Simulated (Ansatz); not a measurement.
**ferroelectric LiNbO3 (0 0 1) on rock-salt LiF (1 1 1) (film strained to the substrate, started from cuts of the bulks and a machine-learned relaxation; metallic at this level, with no gap by band count)**

A periodic stack without vacuum, ferroelectric LiNbO3 (0 0 1) on rock-salt LiF (1 1 1) (film strained to the substrate, started from cuts of the bulks and a machine-learned relaxation; metallic at this level, with no gap by band count): substrate slab F15Li18, film Li6Nb6O18, surface cells [[1, -2], [1, 1]] and [[-1, -1], [1, 0]], film strained by -4.0 and -4.0 %, outermost planes Li/Li and Nb/O as cut, which need not be the usual terminations and can put a slab off its formula.

The start was prepared with a machine-learned potential, and the result is one local minimum, with the in-plane cell held and forces under 0.04 eV/Å; the film can end far from its bulk form.

Levels used, each named beside its values: PBE (plane waves to 420 eV, PAW; Ansatz, a quantum-chemistry and plane-wave program); HSE06 (plane waves to 420 eV, PAW; Ansatz). Geometries and values that name no level are of the first. No spin–orbit coupling; PBE gaps are too small against experiment. Its k-point mesh 5×5×1, Fermi–Dirac width 0.05 eV. HSE06 ran on meshes of its own (8×8×8); its edges and gaps are taken over the mesh and over extra points off it, mostly where PBE has its edges.

- interface area: 21.5 Å²
- period: 26.61 Å
- gaps between the outermost planes at the two interfaces: 1.21 and 1.31 Å
- Li–O contacts across the interfaces within 1.22 times the sum of covalent radii: 18, mean 2.12 Å
- Li–Nb contacts across the interfaces within 1.22 times the sum of covalent radii: 9, mean 2.99 Å
- Li–Li contacts across the interfaces within 1.22 times the sum of covalent radii: 6, mean 2.76 Å
- PBE gap of the stack on the mesh, by band count: none or nearly none, so that the stack is metallic at this level
- two interfaces: unlike, so that offsets are their mean
- Fermi level over the substrate's valence edge (PBE): +4.96 eV
- valence offset, film less substrate (PBE): +1.75 eV
- conduction offset (PBE): -3.55 eV
- spin-polarised check at this geometry: falls back to no moment
- levels of the stack inside the substrate's PBE gap at the listed points (of the film's bands or of the interfaces): 80

```
CELL_PARAMETERS angstrom
      4.98218     0.00005    -0.09363
     -2.49069     4.31493     0.06960
     -0.34936    -1.41398    26.61854
ATOMIC_POSITIONS crystal
  F  0.88849 0.70869 0.06342
  F  0.55536 0.04212 0.06396
  F  0.22153 0.37505 0.06247
  F  0.91688 0.06718 0.15165
  F  0.58245 0.40059 0.15165
  F  0.24900 0.73268 0.15165
  F  0.94376 0.42521 0.24002
  F  0.61073 0.75886 0.24001
  F  0.27734 0.09196 0.23999
  F  0.97263 0.78448 0.32836
  F  0.63841 0.11766 0.32839
  F  0.30574 0.45113 0.32831
  F  0.99979 0.14427 0.41636
  F  0.66877 0.47933 0.41681
  F  0.33426 0.80801 0.41690
  Li 0.88372 0.02110 0.01917
  Li 0.54919 0.38033 0.01920
  Li 0.19008 0.68658 0.01912
  Li 0.90001 0.38440 0.10764
  Li 0.56788 0.72341 0.10763
  Li 0.23890 0.05544 0.10762
  Li 0.93018 0.74633 0.19589
  Li 0.59681 0.07962 0.19612
  Li 0.26347 0.41296 0.19599
  Li 0.95868 0.10536 0.28436
  Li 0.62475 0.43865 0.28431
  Li 0.29155 0.77169 0.28439
  Li 0.98437 0.46378 0.37264
  Li 0.65483 0.79816 0.37274
  Li 0.32102 0.13151 0.37273
  Li 0.02404 0.82985 0.46161
  Li 0.67989 0.15211 0.46217
  Li 0.34043 0.48809 0.45907
  Li 0.37899 0.86280 0.54736
  Li 0.18294 0.34016 0.93988
  Nb 0.68493 0.52209 0.55436
  Nb 0.08592 0.22292 0.55981
  O  0.84506 0.34103 0.96973
  O  0.53168 0.69612 0.96971
  O  0.02621 0.49700 0.51197
  O  0.20000 0.00942 0.96973
  O  0.36130 0.17202 0.50747
  O  0.71342 0.85089 0.51202
  Li 0.11642 0.27998 0.72337
  Li 0.76406 0.59609 0.65085
  Nb 0.42903 0.92560 0.65907
  Nb 0.78797 0.61829 0.75217
  O  0.41971 0.59756 0.60598
  O  0.08052 0.88508 0.60219
  O  0.74608 0.90327 0.69695
  O  0.71953 0.22614 0.60372
  O  0.09703 0.63487 0.69657
  O  0.48001 0.28499 0.69642
  Li 0.84206 0.66675 0.91670
  Li 0.47643 0.97177 0.81852
  Nb 0.15038 0.31042 0.83966
  Nb 0.51403 0.00494 0.93349
  O  0.11352 0.97419 0.78703
  O  0.83143 0.31760 0.78738
  O  0.46467 0.28953 0.87901
  O  0.45588 0.59887 0.78711
  O  0.82864 0.02040 0.87897
  O  0.19591 0.65662 0.87902
```
